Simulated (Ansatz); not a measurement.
Take AlRu in the CsCl type structure (space group Pm-3m, No. 221) as the base.

Space group Pm-3m (No. 221); a = b = c = 2.976 Å, α = β = γ = 90.00°

| atom | site | symmetry | x | y | z |
|---|---|---|---|---|---|
| Al | 1a | m-3m | 0.0000 | 0.0000 | 0.0000 |
| Ru | 1b | m-3m | 0.5000 | 0.5000 | 0.5000 |

The values are results of PBEsol (Ansatz, a first-principles code; PAW; 420 eV plane waves; spin-orbit coupling left out), not measurements.

For the base:

The density is 8.06 g/cm³. The shortest interatomic distance is 2.578 Å.

Now apply this change: full substitution Ru → Sn; the structure is relaxed again.

Task: How does this affect the density and shortest interatomic distance?

Result: The density decreases by 2.50 g/cm³ to 5.56 g/cm³; the shortest interatomic distance grows by 0.468 Å (2.578 Å → 3.046 Å).

Stability against distortions was not tested. As relaxed here, AlSn is a hypothetical phase, not in the database extracts checked. All final runs are without spin polarisation.
